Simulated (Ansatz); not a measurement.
# Lattice constant a of GeS (model structure, started from the litharge type, P4/nmm, No. 129, 4 atoms in the cell) at several levels of theory

No measured value is used here.

```csv
level (code),value (Å)
PBE (Ansatz),4.650
PBEsol (Ansatz),4.565
PBE-D3(BJ) (Ansatz),?
```

**Question.** What belongs in the gaps?

**Answer.** 
- PBE-D3(BJ) (Ansatz, an electronic-structure program), value (Å): 4.625

PBE-D3(BJ): a distance lies near a switch of the dispersion term, which can move the cell. Ansatz's density-functional and Hartree–Fock values are scalar-relativistic unless marked +SOC, with PAW data made under PBE.

A model structure was made by putting elements into a prototype or built by hand; it is no filed structure, need not be a known phase, and can be a saddle point held by its symmetry.
